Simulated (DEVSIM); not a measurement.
Device: abrupt Ge p-n junction, at 300 K.

| layer (left to right) | material | thickness (μm) | Nd (cm⁻³) | Na (cm⁻³) | τn (s) | τp (s) |
|---|---|---|---|---|---|---|
| 1 | Ge | 0.180 | - | 1e17 | 3.1e-6 | 3.1e-6 |
| 2 | Ge | 1.50 | 2.2e14 | - | 3.1e-6 | 3.1e-6 |

Left contact: ohmic. Right contact: ohmic. Voltage is applied to the left contact. Recombination: SRH at mid-gap, Auger. Mobility is μmin + (μ − μmin)/(1 + (N/Nref)^α).

This is a model device: material constants are rounded textbook-type values typed into the input, and sizes, dopings and lifetimes were drawn at random. Values at 300 K.

```
parameter           Ge
-------------  -------
gap (eV)         0.664
affinity (eV)        4
permittivity        16
Nc (cm⁻³)      1.04e19
Nv (cm⁻³)         6e18
μn (cm²/Vs)       3900
μp (cm²/Vs)       1900
μn,min             150
μp,min             100
Nref,n          2.6e17
Nref,p            4e17
αn                0.56
αp                 0.6
Cn (cm⁶/s)       1e-31
Cp (cm⁶/s)       1e-31
```

Simulated with DEVSIM: 1D drift-diffusion, Boltzmann statistics, complete ionisation; no tunnelling, impact ionisation, image-force lowering or self-heating.

The thickness of layer 2 was swept, all else fixed.

```
thickness of layer 2 (μm)  largest field in the device at zero bias (V/cm)  dark forward voltage at 100 A/cm² (V)
-------------------------  -----------------------------------------------  -------------------------------------
0.3                                                                  16000                                  0.099
0.52                                                                 15000                                  0.133
0.9                                                                  15000                                  0.174
1.5                                                                  15000                                  0.204
2.5                                                                  15000                                  0.230
4.5                                                                  15000                                  0.261
7.5                                                                  15000                                  0.293
```

From the first row to the last the largest field in the device at zero bias goes from 16000 to 15000. From the first row to the last the dark forward voltage at 100 A/cm² goes from 0.099 to 0.293.
